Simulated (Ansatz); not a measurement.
Results of PBE (PAW; Ansatz, a quantum-chemistry and plane-wave program) for CsCl-type FeAl.

Settings: plane-wave cutoff 520 eV, 16×16×16 k mesh, Fermi–Dirac smearing 0.1 eV, perturbation theory, force constants from a 4×4×4 q mesh, no spin polarisation, scalar-relativistic PAW data made under PBE.

Computed at the level's own relaxed cell.

```yaml
crystal:
  lattice:
    - [2.86923, 0.00000, 0.00000]
    - [0.00000, 2.86923, 0.00000]
    - [0.00000, 0.00000, 2.86923]
  atoms:
    - { symbol: Al, position: [0.50000, 0.50000, 0.50000] }
    - { symbol: Fe, position: [0.00000, 0.00000, 0.00000] }
```

Harmonic phonon frequencies (cm⁻¹; i marks an imaginary mode):

```json
[
 {"q point": "Γ", "frequencies": "0 0 0 348 348 348"},
 {"q point": "R", "frequencies": "…"}
]
```

### Question
Complete the blanks.

### Answer

- R, frequencies: 216 216 216 352 352 352

No imaginary mode appears at these points.
